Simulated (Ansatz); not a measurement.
One Sb atom on a Si site, 3x3x3 cubic cells, neutral, without spin

Cell 16.41 × 16.41 × 16.41 Å, Si215Sb, 216 atoms. 

Level of theory: PBE, support functions at accuracy medium on the grid of 420 eV (PAW; Ansatz, a quantum-chemistry and plane-wave program).

Basis: localised support functions (accuracy medium) on a full density matrix. k-points: zone centre alone; occupations: Fermi-Dirac, 0.0050 eV; spin polarisation not allowed. Spin-orbit coupling is left out.

```
Quantity                                                                                  Result
----------------------------------------  ------------------------------------------------------
electronic character of the cell                                no gap resolved at this smearing
coordination (neighbours within 2.839 Å)                                          100.0 % 4-fold
Sb-Si bonds, mean ± spread                                                       2.588 ± 0.000 Å
Si-Si bonds, mean ± spread                                                       2.367 ± 0.003 Å
bond angles, mean ± spread                                                         109.5° ± 0.9°
pressure                                                                                0.31 GPa
cost of the final run                     very roughly 18 core-minutes, 15 SCF iterations, 5 GiB
```
